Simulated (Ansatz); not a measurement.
# Pressure series in GaN

Base system: GaN in the wurtzite structure (space group P6_3mc, No. 186; a = 3.183 Å, c = 5.184 Å).

Cell and atoms are relaxed at each pressure.

Method: Ansatz (a program for electronic structure) r2SCAN, no spin-orbit coupling, earlier PAW set.

```csv
change,c/a ratio,lattice parameter a,band gap,width of the top valence band
base,1.628,3.183 Å,2.35 eV,2.85 eV
pressure −2 GPa,1.628,3.194 Å,2.28 eV,2.81 eV
pressure −1 GPa,1.628,3.189 Å,2.32 eV,2.83 eV
pressure 3 GPa,1.628,3.168 Å,2.45 eV,[?]
pressure 7 GPa,1.629,3.148 Å,2.58 eV,2.97 eV
pressure 15 GPa,1.629,3.114 Å,2.81 eV,3.09 eV
pressure 30 GPa,1.629,[?],[?],3.27 eV
pressure 50 GPa,1.630,[?],3.56 eV,3.46 eV
pressure 75 GPa,1.633,2.943 Å,3.95 eV,3.70 eV
pressure 100 GPa,1.636,2.894 Å,4.25 eV,3.92 eV
```

### Question
Complete the table.

### Answer

- pressure 3 GPa, width of the top valence band: 2.90 eV
- pressure 30 GPa, lattice parameter a: 3.059 Å
- pressure 30 GPa, band gap: 3.18 eV
- pressure 50 GPa, lattice parameter a: 3.001 Å

Load acts through the strain it causes; cell and atoms are relaxed under it. No phonon test of stability was made. Measured, GaN leaves this structure (for rock salt) near 47 GPa (temperature not stated; as listed in Datta, Sujoy, Jana, Debnarayan, arXiv (2020)), on rising pressure, with hysteresis.
